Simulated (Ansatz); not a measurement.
Band structure of MgCu₂SnS₄ (I-4, 8 atoms in the cell).

```
MgCu2SnS4
1.0
   -2.74387     2.74387     5.49634
    2.74387    -2.74387     5.49634
    2.74387     2.74387    -5.49634
Cu Mg Sn S
2 1 1 4
Direct
  0.00000   0.00000   0.00000
  0.75000   0.25000   0.50000
  0.25000   0.75000   0.50000
  0.50000   0.50000   0.00000
  0.62900   0.62800   0.51300
  0.11500   0.11600   0.48700
  0.37200   0.88500   0.00100
  0.88400   0.37100   0.99900
```

Computed with PBE (plane waves, PAW; Ansatz, a program for electronic structure).

Settings: kpoints.mp_grid.grid = 7 7 7; hamiltonian.xc = pbe; hamiltonian.pseudopotentials = {kind: paw} (the program's default PAW files); scf.occupations.method = gaussian; scf.occupations.width = 0.1 eV; kpoints.band_path.npoints = 10.

The starting cell was generated: these elements placed on a structure prototype, without a prior relaxation; it need not be a known phase or ordering of this composition.

Question: Predict the gap along the standard path and the places of the band edges.

Answer: The gap along the path is 0.46 eV, direct at Γ to within 0.01 eV.

Levels in eV from the top of the valence band on the path, bands 40 to 47:
| point | 40 | 41 | 42 | 43 | 44 | 45 | 46 | 47 |
|---|---|---|---|---|---|---|---|---|
| Γ | -1.19 | -0.09 | -0.09 | 0.00 | 0.46 | 2.04 | 3.32 | 3.82 |
| X | -0.60 | -0.50 | -0.34 | -0.30 | 0.83 | 3.03 | 3.19 | 4.06 |
| Y | -0.63 | -0.55 | -0.49 | -0.44 | 1.03 | 3.16 | 3.57 | 3.83 |
| S | -1.01 | -0.83 | -0.54 | -0.41 | 1.60 | 2.63 | 3.25 | 4.12 |
| Z | -0.97 | -0.77 | -0.65 | -0.65 | 1.37 | 2.12 | 2.12 | 2.52 |
| S1 | -1.01 | -0.83 | -0.54 | -0.41 | 1.60 | 2.63 | 3.25 | 4.12 |
| N | -0.93 | -0.85 | -0.77 | -0.33 | 1.70 | 3.24 | 3.47 | 4.22 |
| P | -0.64 | -0.60 | -0.38 | -0.38 | 1.07 | 3.07 | 3.43 | 3.92 |
| Y1 | -0.63 | -0.55 | -0.49 | -0.44 | 1.03 | 3.16 | 3.57 | 3.83 |

Keys are those of Ansatz 0.2.
